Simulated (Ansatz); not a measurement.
The starting structures come from a database of crystals and need not be the phases stable at ambient conditions.

By PBEsol, the system below comes out a metal.

Consider the following.

```yaml
crystal:
  lattice:
    - [3.93411, 0.00000, 0.00000]
    - [0.00000, 3.93411, 0.00000]
    - [0.00000, 0.00000, 3.93411]
  atoms:
    - { symbol: Zr, position: [0.00000, 0.00000, 0.00000] }
    - { symbol: Rh, position: [0.50000, 0.50000, 0.00000] }
    - { symbol: Rh, position: [0.00000, 0.50000, 0.50000] }
    - { symbol: Rh, position: [0.50000, 0.00000, 0.50000] }
```

The cell is taken as given; by PBEsol it stands under a pressure of -5.1 GPa.

The current flows along the normal of the first two printed cell vectors, the (001) plane of the conventional cell. No spin-orbit coupling; the value is a mean over 0.1 eV about the Fermi level.

Problem. Compute, with PBEsol run with Ansatz (a program for electronic structure), the ballistic conductance per area.

Solution. 1.0 × 10¹⁵ S/m² for both spins.
